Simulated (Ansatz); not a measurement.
Take BaTiO₃ in the cubic perovskite structure (space group Pm-3m, No. 221; a = 3.935 Å) as the base. Axes: x, y, z lie along the cube axes.

Computed with LDA (Ansatz, a quantum-chemistry and plane-wave program), no spin-orbit coupling.

Perturbation: the cell is compressed by 0.60 % along z with no lateral relaxation; the atoms relax in the strained cell.

Predict the stress tensor and what it implies for the stiffness.

Stress of the strained cell less that of the base (GPa, compression positive):
```
   0.73    0.00    0.00
   0.00    0.73    0.00
   0.00    0.00    2.16
```

Then −Δσ_ii/ε with ε = -0.0060 gives relaxed-ion elastic constants: C33 ≈ 360 GPa, C13 ≈ 121 GPa and C23 ≈ 121 GPa.

No phonon test of stability was made. The final runs are not spin-polarised. Many cubic perovskites are stable only at high temperature; tilts and polar distortions were not tested. This is not the structure that BaTiO3 has at room temperature and ambient pressure.
